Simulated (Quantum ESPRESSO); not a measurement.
Worked example: self-consistent single point of AlInAg₂Se₄ (I-4, 8 atoms in the cell) in Quantum ESPRESSO.

Method: LDA (PW92), PseudoDojo standard norm-conserving (LDA) pseudopotentials (plane waves; Quantum ESPRESSO).

The change in words: lattice scaled by 0.98. Reference geometry:
```
CELL_PARAMETERS angstrom
     -3.05922     3.05922     5.80238
      3.05922    -3.05922     5.80238
      3.05922     3.05922    -5.80238
ATOMIC_POSITIONS crystal
  Al 0.25000 0.75000 0.50000
  In 0.00000 0.00000 0.00000
  Ag 0.75000 0.25000 0.50000
  Ag 0.50000 0.50000 0.00000
  Se 0.60177 0.63750 0.50415
  Se 0.36250 0.86665 0.96427
  Se 0.13335 0.09762 0.49585
  Se 0.90238 0.39823 0.03573
```

Reference input (self-consistent single point, DFT, LDA (PW92), plane waves, PseudoDojo standard norm-conserving (LDA) pseudopotentials): ecutwfc = 90 Ry; occupations = smearing; smearing = fermi-dirac; degauss = 0.0036749 Ry; potentials = {Al: Al.upf, In: In.upf, Ag: Ag.upf, Se: Se.upf}; K_POINTS = automatic 3 3 3 0 0 0; conv_thr = 1e-10 Ry. This run's input differs from it in these lines:

```diff
@@ -26,5 +26,5 @@
 CELL_PARAMETERS {angstrom}
-  -3.05921500     3.05921500     5.80238000
-   3.05921500    -3.05921500     5.80238000
-   3.05921500     3.05921500    -5.80238000
+  -2.99803100     2.99803100     5.68633200
+   2.99803100    -2.99803100     5.68633200
+   2.99803100     2.99803100    -5.68633200
 ATOMIC_POSITIONS {crystal}
```

Output, abridged:

```
     Self-consistent Calculation

     iteration #  1     ecut=    90.00 Ry     beta= 0.70

     Threshold (ethr) on eigenvalues was too large:
     Diagonalizing with lowered threshold

     total energy              =   -1726.77901191 Ry
     estimated scf accuracy    <       0.26932627 Ry

     iteration #  2     ecut=    90.00 Ry     beta= 0.70

     total energy              =   -1726.83101059 Ry
     estimated scf accuracy    <       0.23795730 Ry

     iteration #  3     ecut=    90.00 Ry     beta= 0.70

     total energy              =   -1726.88434336 Ry
     estimated scf accuracy    <       0.00960827 Ry

   [... 7 blocks of this kind left out ...]

     iteration # 11     ecut=    90.00 Ry     beta= 0.70

     total energy              =   -1726.88725313 Ry
     estimated scf accuracy    <          1.0E-10 Ry

     iteration # 12     ecut=    90.00 Ry     beta= 0.70
     End of self-consistent calculation

     the Fermi energy is     7.8296 ev

!    total energy              =   -1726.88725313 Ry
     estimated scf accuracy    <          8.6E-12 Ry
     smearing contrib. (-TS)   =      -0.00005971 Ry
     internal energy E=F+TS    =   -1726.88719342 Ry

     convergence has been achieved in  12 iterations

     Forces acting on atoms (cartesian axes, Ry/au):

     atom    1 type  1   force =     0.00000000    0.00000000    0.00000000
     atom    2 type  2   force =     0.00000000    0.00000000    0.00000000
     atom    3 type  3   force =     0.00000000    0.00000000    0.00000000
     atom    4 type  3   force =     0.00000000    0.00000000    0.00000000
     atom    5 type  4   force =    -0.01110987    0.00386786    0.00378571
   [... lines left out ...]

     Total force =     0.024716     Total SCF correction =     0.000017

          total   stress  (Ry/bohr**3)                   (kbar)     P=      -16.92
  -0.00011946   0.00000000   0.00000000          -17.57        0.00        0.00
   0.00000000  -0.00011946   0.00000000            0.00      -17.57        0.00
  -0.00000000  -0.00000000  -0.00010622           -0.00       -0.00      -15.63

   JOB DONE.
```

The run converged in 12 iterations. Against the reference run the free energy goes down by 32.3 meV/atom, the pressure goes from -4.61 to -1.69 GPa, the largest force goes from 0.187 to 0.318 eV/Å and the gap on the mesh goes from 0.250 to 0.414 eV.

The starting cell comes from a database of computed structures (which also holds hypothetical and non-ambient phases and stackings), without a prior relaxation at this level. For this run, on top of that: lattice scaled by 0.98.

Cost on one core of a shared machine: roughly 3 min.
